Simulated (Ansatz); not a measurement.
A self-consistent single point of CaPb₃ (P4mm, 4 atoms in the cell) with Ansatz (an electronic-structure program).

Method of the run: PBEsol, harder PAW files (source: ansatz) made with PBE (plane waves; Ansatz).

```
CaPb3
1.0
    4.90277     0.00000     0.00000
    0.00000     4.90277     0.00000
    0.00000     0.00000     4.90277
Ca Pb
1 3
Direct
  0.00000   0.00000   0.01020
  0.00000   0.50000   0.50000
  0.50000   0.00000   0.50000
  0.50000   0.50000   0.00000
```

Reference input (self-consistent single point, DFT, PBEsol, plane waves, default PAW files made with PBE): basis.ecutwfc = 420 eV; kpoints.mp_grid.grid = 5 5 5; hamiltonian.xc = pbesol; hamiltonian.pseudopotentials = {kind: paw} (the program's default PAW files); scf.occupations.method = gaussian; scf.occupations.width = 0.1 eV. This run's input differs from it in these lines:

Ansatz 0.2 input:
```diff
@@ -11,3 +11,3 @@
 basis:
-  ecutwfc: 420.0 eV
+  ecutwfc: 320.0 eV
 kpoints:
@@ -16,3 +16,3 @@
   xc: pbesol
-  pseudopotentials: { kind: paw }
+  pseudopotentials: { kind: paw, source: ansatz }
 scf:
```

Output, abridged:

```
SCF iter   1: F=—  HF=-47210.015214 eV  |F-HF|=—  |Δ(HF+E_count)|=         —  Δρ=9.02e-2  dr2=2.11e1  ethr=3.10e-3  ⟨swp⟩=8.4  Hψ=3377  notcnv=0
all-band conjugate gradients solve this SCF's bands
preconditioner: auto → Kerker (q_TF=auto, 2.536 Å⁻¹)
SCF iter   2: F=—  HF=-47206.342058 eV  |F-HF|=—  |Δ(HF+E_count)|=    3.67e0  Δρ=2.76e-2  dr2=2.49e0  ethr=3.10e-3  ⟨swp⟩=3.0  Hψ=1628  notcnv=0  defer=34
   [... lines left out ...]
SCF iter   6: F=—  HF=-47205.790771 eV  |F-HF|=—  |Δ(HF+E_count)|=   2.46e-4  Δρ=1.17e-4  dr2=2.77e-5  ethr=1.20e-6  ⟨swp⟩=2.2  Hψ=1317  notcnv=0  defer=28
SCF iter   7: F=—  HF=-47205.790757 eV  |F-HF|=—  |Δ(HF+E_count)|=   1.36e-5  Δρ=3.46e-5  dr2=1.57e-6  ethr=3.64e-8  ⟨swp⟩=2.0  Hψ=891  notcnv=0  defer=28
SCF iter   8: F=—  HF=-47205.790757 eV  |F-HF|=—  |Δ(HF+E_count)|=   3.88e-7  Δρ=9.63e-6  dr2=2.47e-7  ethr=2.06e-9  ⟨swp⟩=2.0  Hψ=1267  notcnv=0  defer=28
SCF iter   9: F=-47205.790757 eV  HF=-47205.790757 eV  |F-HF|=3.79e-8  |Δ(HF+E_count)|=   7.11e-8  Δρ=3.76e-6  dr2=4.47e-8  ethr=1.32e-10  ⟨swp⟩=10.2  Hψ=2916  notcnv=0
SCF 1 converged in 9 iterations: F = -47205.790757 eV  dr2 = 4.47e-8
Free energy (F): -47205.790757 eV
Internal energy: -47205.771965 eV  (E = F + TS)
E sigma→0 (E₀):  -47205.781361 eV
Entropy (-TS):   -0.018792 eV (-4.698 meV/atom)
Fermi energy:    11.980798 eV
--- Forces (eV/Å), atoms counted from 1 ---
  atom   1  Ca    -0.00000000     0.00000000    -0.12758690
  atom   2  Pb     0.00000000     0.00000000     0.07538193
  atom   3  Pb     0.00000000     0.00000000     0.07538193
  atom   4  Pb     0.00000000     0.00000000    -0.02321220
--- Stress (GPa, compression-positive) ---
       -1.245591       0.000000       0.000000
        0.000000      -1.245591       0.000000
        0.000000       0.000000      -1.257187
  P = ⅓ Tr σ = -1.2495 GPa (-12.495 kbar)
  The stress holds the Pulay correction. Without it, at fixed plane waves, as pw.x and ABINIT print it: P = -91.6547 GPa
```

The run converged in 9 iterations. Against the reference run the pressure goes from -0.76 to -1.25 GPa and the largest force goes from 0.142 to 0.128 eV/Å.

The starting cell comes from a database of computed structures (which also holds hypothetical and non-ambient phases and stackings), without a prior relaxation at this level. Its lattice was rescaled by up to half a per cent. One atom was moved a little off its site on purpose. Ansatz's pressure includes its estimate of the finite-basis (Pulay) stress. Without the estimate this run gives -91.65 GPa. The cutoff lies below the one recommended for these files.
